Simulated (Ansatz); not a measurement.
**PtTe2: energy against strain**

PtTe2 (1T layered, P-3m1, 24.165 Å³/atom at rest, c along z) under an equal strain ε in the (0001) plane with the normal axis free, as in a coherent film. PBE-D3(BJ) in Ansatz, a plane-wave DFT program (PAW, default set), 420 eV, 16×16×12 Γ-centred mesh, Fermi-Dirac smearing 0.10 eV; ions are relaxed within the symmetry of each cell.

Here s stands for strain and y for E less E0.

```csv
strain (%),E less E0 (meV/atom)
-1.50,5.78
-1.00,2.58
-0.50,0.66
0.00,0.00
0.50,0.58
1.00,2.36
1.50,5.33
3.00,?
```

Using a parabola, estimate the missing y at s = 3.00 from the other rows, showing the fit.

Least squares gives y = 0.002 - 0.1336·s + 2.4681·s². Residuals (row less fit): 0.024, -0.024, -0.026, -0.002, 0.028, 0.023, -0.025; standard error 0.031 (degrees of freedom: 4). Twice the quadratic coefficient over the volume, 2 × 2.4681 meV × 10⁴ × 0.1602 / 24.165 Å³, is twice the biaxial elastic modulus of this plane = 327 ± 1.8 GPa. At the withheld row, y = 0.002 - 0.1336 × 3.0 + 2.4681 × 3.0² = 21.814 meV/atom. The calculation gives 20.98 meV/atom, 0.834 meV/atom below the prediction (4.0 % of the range of y in the table). The row lies outside the fitted rows, so this is an extrapolation. From the scatter of the fitted rows alone, a prediction at this place has a standard error of 0.117 meV/atom, so the miss is 7.1 times that.

One order more, fitted to all 13 runs of the series, follows each within 0.02, so the miss is the next term of a smooth law. In a metal these values are sensitive to mesh and smearing; energies are taken to zero smearing, stresses follow the free energy. Rows are the converged runs of the series near zero and its far end; series whose fitted rows scatter by over a few per cent of the range, as at a crossing or softening among them, aren't shown in this form. Most that stay on the fit to the last digits aren't either.
